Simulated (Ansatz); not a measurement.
# CaTiO₃ (Pnma, No. 62)

These are LDA (PAW; Ansatz, a first-principles code) values and carry that method's errors.

Run with plane-wave cutoff 500 eV, 8×6×8 k mesh (along the axes of the cell as run), gaussian smearing 0.02 eV, no spin polarisation, scalar-relativistic PAW data made under PBE.

Cell: relaxed at this level.

For CaTiO₃ (Pnma, No. 62), the volume per atom comes out as 10.68 Å³/atom and the band gap is 2.44 eV (on the SCF k mesh).

Note: the relaxation could not lower the start's symmetry, so the cell can be a saddle point above a distorted one.

The computed numbers hold no vibrational or temperature effects.

The result took roughly 12 core-minutes.
